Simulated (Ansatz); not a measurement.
C: pressure series

The parent structure is C in the diamond structure (space group Fd-3m, No. 227; a = 3.5317 Å).

Cell and atoms are relaxed at each pressure.

All numbers come from plane-wave PAW DFT at the LDA level (Ansatz, a program for electronic structure, 420 eV), no spin-orbit coupling.

Notes on the quantities. enthalpy: H = E + PV relative to the base's energy.

```json
[
 {"change": "base", "enthalpy": "–", "density": "3.62 g/cm³", "band gap": "4.17 eV", "smallest direct gap": "5.62 eV"},
 {"change": "pressure −2 GPa", "enthalpy": "-0.07 eV/atom", "density": "3.61 g/cm³", "band gap": "4.16 eV", "smallest direct gap": "5.61 eV"},
 {"change": "pressure −1 GPa", "enthalpy": "-0.03 eV/atom", "density": "3.61 g/cm³", "band gap": "4.17 eV", "smallest direct gap": "5.62 eV"},
 {"change": "pressure 0.9 GPa", "enthalpy": "+0.03 eV/atom", "density": "3.63 g/cm³", "band gap": "4.18 eV", "smallest direct gap": "5.63 eV"},
 {"change": "pressure 2.1 GPa", "enthalpy": "+0.07 eV/atom", "density": "3.64 g/cm³", "band gap": "4.18 eV", "smallest direct gap": "[?]"},
 {"change": "pressure 4.5 GPa", "enthalpy": "+0.15 eV/atom", "density": "3.66 g/cm³", "band gap": "4.20 eV", "smallest direct gap": "5.65 eV"},
 {"change": "pressure 9 GPa", "enthalpy": "+0.31 eV/atom", "density": "3.69 g/cm³", "band gap": "4.22 eV", "smallest direct gap": "5.68 eV"},
 {"change": "pressure 15 GPa", "enthalpy": "+0.51 eV/atom", "density": "3.73 g/cm³", "band gap": "4.25 eV", "smallest direct gap": "5.71 eV"},
 {"change": "pressure 22.5 GPa", "enthalpy": "+0.76 eV/atom", "density": "3.79 g/cm³", "band gap": "[?]", "smallest direct gap": "5.75 eV"},
 {"change": "pressure 30 GPa", "enthalpy": "+1.00 eV/atom", "density": "3.84 g/cm³", "band gap": "4.32 eV", "smallest direct gap": "5.79 eV"}
]
```

Some entries are withheld; estimate them.


- pressure 2.1 GPa, smallest direct gap: 5.64 eV
- pressure 22.5 GPa, band gap: 4.29 eV

Load acts through the strain it causes; cell and atoms are relaxed under it. No phonon test of stability was made. No other phases were tried under pressure.
